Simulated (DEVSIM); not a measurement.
Device: abrupt Ge p-n junction, at 300 K.

| layer (left to right) | material | thickness (μm) | Nd (cm⁻³) | Na (cm⁻³) | τn (s) | τp (s) |
|---|---|---|---|---|---|---|
| 1 | Ge | 19.0 | - | 9.7e16 | 0.00013 | 0.00013 |
| 2 | Ge | 240 | 1.9e16 | - | 0.00013 | 0.00013 |

Left contact: ohmic. Right contact: ohmic. Voltage is applied to the left contact. Recombination: SRH at mid-gap, radiative. Mobility is μmin + (μ − μmin)/(1 + (N/Nref)^α).

This is a model device: material constants are rounded textbook-type values typed into the input, and sizes, dopings and lifetimes were drawn at random. Values at 300 K; Nc and Nv go as T^1.5, mobilities as T to minus their exponent, the gap by Varshni's rule with the affinity fixed. The table also holds parameters that only a changed run uses.

| parameter | Ge |
|---|---|
| gap (eV) | 0.664 |
| affinity (eV) | 4 |
| permittivity | 16 |
| Nc (cm⁻³) | 1.04e19 |
| Nv (cm⁻³) | 6e18 |
| μn (cm²/Vs) | 3900 |
| μp (cm²/Vs) | 1900 |
| μn,min | 150 |
| μp,min | 100 |
| Nref,n | 2.6e17 |
| Nref,p | 4e17 |
| αn | 0.56 |
| αp | 0.6 |
| T exponent of μn | 1.66 |
| T exponent of μp | 2.33 |
| B (cm³/s) | 6.4e-14 |
| Cn (cm⁶/s) | 1e-31 |
| Cp (cm⁶/s) | 1e-31 |
| Varshni α (eV/K) | 0.000477 |
| Varshni β (K) | 235 |

Simulated with DEVSIM: 1D drift-diffusion, Boltzmann statistics, complete ionisation; no tunnelling, impact ionisation, image-force lowering or self-heating.

Base results: largest field in the device at zero bias (V/cm) 35000; dark forward voltage at 1 A/cm² (V) 0.270; potential step across the device at zero bias (V) 0.394; dark forward voltage at 100 A/cm² (V) 0.485.

Question: What follows from this one change: thickness of layer 2 240 → 720 μm?

Answer: largest field in the device at zero bias little changed (35000 V/cm); dark forward voltage at 1 A/cm² 0.270 → 0.279 V; potential step across the device at zero bias little changed (0.394 V); dark forward voltage at 100 A/cm² 0.485 → 0.667 V.

Question: What follows from this one change: temperature 300 → 250 K?

Answer: largest field in the device at zero bias 35000 → 39000 V/cm; dark forward voltage at 1 A/cm² 0.270 → 0.363 V; potential step across the device at zero bias 0.394 → 0.470 V; dark forward voltage at 100 A/cm² 0.485 → 0.535 V.

Question: What follows from this one change: thickness of layer 1 19 → 6.6 μm?

Answer: largest field in the device at zero bias little changed (35000 V/cm); dark forward voltage at 1 A/cm² 0.270 → 0.247 V; potential step across the device at zero bias little changed (0.394 V); dark forward voltage at 100 A/cm² 0.485 → 0.492 V.

Question: What follows from this one change: doping Na of layer 1 9.7e+16 → 2.9e+18 cm^-3?

Answer: largest field in the device at zero bias 35000 → 86000 V/cm; dark forward voltage at 1 A/cm² 0.270 → 0.309 V; potential step across the device at zero bias 0.394 → 0.482 V; dark forward voltage at 100 A/cm² 0.485 → 0.476 V.

Question: What follows from this one change: constant mobility in place of the doping-dependent one?

Answer: largest field in the device at zero bias little changed (35000 V/cm); dark forward voltage at 1 A/cm² 0.270 → 0.260 V; potential step across the device at zero bias little changed (0.394 V); dark forward voltage at 100 A/cm² 0.485 → 0.469 V.
